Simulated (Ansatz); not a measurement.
A self-consistent single point of AgF (F-43m, 2 atoms in the cell) with Ansatz (a first-principles code).

Level of theory: LDA (PW92), default PAW files made with PBE (plane waves; Ansatz).

```xyz
2
Lattice="0.0000 2.4361 2.4361 2.4361 0.0000 2.4361 2.4361 2.4361 0.0000" Properties=species:S:1:pos:R:3 pbc="T T T"
F      1.2180     1.2180     1.2180
Ag     0.0000     0.0000     0.0000
```

Reference input (self-consistent single point, DFT, revPBE, plane waves, default PAW files made with PBE): kpoints.mp_grid.grid = 12 12 12; hamiltonian.xc = revpbe; hamiltonian.pseudopotentials = {kind: paw} (the program's default PAW files); scf.occupations.method = cold; scf.occupations.width = 0.0037 Ry. This run's input differs from it in these lines:

Ansatz 0.2 input:
```diff
@@ -12,3 +12,3 @@
 hamiltonian:
-  xc: revpbe
+  xc: lda
   pseudopotentials: { kind: paw }
```

Output (repeated stretches shortened):

```
SCF iter   1: F=—  HF=-8250.110026 eV  |F-HF|=—  |Δ(HF+E_count)|=         —  Δρ=2.15e-2  dr2=1.10e-1  ethr=1.77e-3  ⟨swp⟩=5.4  Hψ=5369  notcnv=0
all-band conjugate gradients solve this SCF's bands
preconditioner: auto → LDOS
SCF iter   2: F=—  HF=-8250.134988 eV  |F-HF|=—  |Δ(HF+E_count)|=   2.50e-2  S|Δr|=    0.00e0  Δρ=2.92e-2  dr2=1.79e-1  ethr=4.24e-4  ⟨swp⟩=2.4  Hψ=2979  notcnv=0
   [... lines left out ...]
SCF iter   5: F=—  HF=-8250.079302 eV  |F-HF|=—  |Δ(HF+E_count)|=   1.79e-5  S|Δr|=    0.00e0  Δρ=1.54e-4  dr2=7.17e-6  ethr=5.58e-7  ⟨swp⟩=1.9  Hψ=1949  notcnv=0
SCF iter   6: F=—  HF=-8250.079288 eV  |F-HF|=—  |Δ(HF+E_count)|=   1.33e-5  S|Δr|=    0.00e0  Δρ=5.40e-5  dr2=3.69e-7  ethr=2.76e-8  ⟨swp⟩=2.0  Hψ=1744  notcnv=0
SCF iter   7: F=-8250.079288 eV  HF=-8250.079288 eV  |F-HF|=1.76e-8  |Δ(HF+E_count)|=   4.26e-8  S|Δr|=    0.00e0  Δρ=1.07e-5  dr2=2.46e-8  ethr=3.85e-10  ⟨swp⟩=5.0  Hψ=5092  notcnv=0
SCF 1 converged in 7 iterations: F = -8250.079288 eV  dr2 = 2.46e-8
Stability not checked (fill_not_monotonic)
Free energy (F): -8250.079288 eV
Internal energy: -8250.079637 eV  (E = F + TS)
E sigma→0 (E₀):  -8250.079405 eV
Entropy (-TS):   0.000349 eV (0.174 meV/atom)
Fermi energy:    10.044110 eV
--- Forces (eV/Å), atoms counted from 1 ---
  atom   1  F      0.00000000    -0.00000000     0.00000000
  atom   2  Ag    -0.00000000     0.00000000     0.00000000
--- Stress (GPa, compression-positive) ---
       19.714920       0.000000      -0.000000
       -0.000000      19.714920       0.000000
       -0.000000       0.000000      19.714920
  P = ⅓ Tr σ = 19.7149 GPa (197.149 kbar)
  The stress holds the Pulay correction. Without it, at fixed plane waves, as pw.x and ABINIT print it: P = 19.1262 GPa
```

The run converged in 7 iterations. Against the reference run the pressure goes from 35.33 to 19.71 GPa.

The starting cell was generated: these elements placed on a structure prototype, without a prior relaxation; it need not be a known phase or ordering of this composition. With a pressure of about 20 GPa the cell is away from its equilibrium volume at this level. Ansatz's pressure includes its estimate of the finite-basis (Pulay) stress. Without the estimate this run gives 19.13 GPa. The run gives no clean gap (levels at the Fermi energy touch, overlap or are partly filled at this smearing), which alone does not show that the compound is a metal.
